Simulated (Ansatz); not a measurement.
Start from MgH$_{2}$ in the CdCl2 type structure (space group R-3m, No. 166; a = 3.001 Å, c = 11.671 Å (hexagonal axes); a hypothetical phase, not in the database extracts checked). Axes: x lies along a and z along c of the hexagonal cell.

Computed with Ansatz (a program for electronic structure) PBE-D3(BJ), spin-orbit coupling left out.

Strains are applied to the cell and any free atomic positions relax; under stress the whole cell relaxes.

One change was made to it. Results:

The band gap shrinks by 0.259 eV (2.74 eV → 2.49 eV); the gap character remains indirect, k = (0, 0.154, -0.154) in the run's primitive reciprocal basis → F; the energy goes up by 44 meV/atom.

Problem. Which change produced these results?
(A) uniaxial stress, 1 GPa tension along x
(B) isotropic strain −4.26 %
(C) isotropic strain −5.78 %

Solution. C, isotropic strain −5.78 %. For comparison, the band gap in the other runs: uniaxial stress, 1 GPa tension along x gives 2.65 eV; isotropic strain −4.26 % gives 2.57 eV.

Beyond what the load breaks, stability against distortions was not tested. Labels are those of the standard path for the cell's own space group.
